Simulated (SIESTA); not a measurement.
Band structure of MnNiGe (P6_3/mmc, 6 atoms in the cell).

```xyz
6
Lattice="4.0753 0.0000 0.0000 -2.0376 3.5293 0.0000 0.0000 0.0000 5.4422" Properties=species:S:1:pos:R:3 pbc="T T T"
Mn     0.0000     0.0000     2.7211
Mn     0.0000     0.0000     0.0000
Ni     0.0000     2.3529     4.0816
Ni     2.0376     1.1764     1.3605
Ge     2.0376     1.1764     4.0816
Ge     0.0000     2.3529     1.3605
```
Moments meant for the start (each program seeds them in its own way; μB, in the order of the atoms Mn Mn Ni Ni Ge Ge): 4.0 4.0 0.0 0.0 0.0 0.0.

Level of theory: SIESTA 5.4.2 with LDA PW92, numerical atomic orbitals DZP, PseudoDojo LDA standard norm-conserving potentials (rewritten from UPF to PSML).

Settings: XC.functional = LDA; XC.authors = PW92; potentials = PseudoDojo LDA standard; PAO.BasisSize = DZP; PAO.EnergyShift = 0.01 Ry; MeshCutoff = 300 Ry; kgrid.MonkhorstPack = 5 5 3; OccupationFunction = FD; ElectronicTemperature = 1578.21 K; Spin = polarized; DM.InitSpin = [1 +4.00, 2 +4.00, 3 +0.00, 4 +0.00, 5 +0.00, 6 +0.00]; MaxSCFIterations = 150; SCF.Mixer.Method = Pulay; SCF.Mixer.Weight = 0.1.

The starting cell comes from a database of computed structures (which also holds hypothetical and non-ambient phases and stackings), without a prior relaxation at this level. Its lattice was rescaled by a random factor within 2.5 % of one. The magnetic order is the one reached from the typed start; others were not searched systematically. Values carry the incompleteness of an atom-centred basis.

Levels in eV from the Fermi level, bands 47 to 52 of the first spin channel:
| point | 47 | 48 | 49 | 50 | 51 | 52 |
|---|---|---|---|---|---|---|
| Γ | -0.59 | -0.59 | 0.33 | 1.95 | 2.68 | 2.70 |
| M | -1.38 | -1.29 | -1.01 | -0.64 | -0.45 | 0.28 |
| K | -1.58 | -1.21 | -1.21 | -0.42 | 0.46 | 0.46 |
| A | -1.15 | -1.15 | 0.84 | 0.84 | 2.95 | 2.95 |
| L | -1.29 | -1.29 | -0.91 | -0.91 | 0.88 | 0.88 |
| H | -1.18 | -1.18 | -1.08 | -1.08 | -0.21 | -0.21 |

Bands cross the Fermi level along this path, so the cell is metallic at this level.

Higher empty bands are left out: an atom-centred basis made for the valence describes them poorly.

The net moment of the cell came out as 5.76 μB.
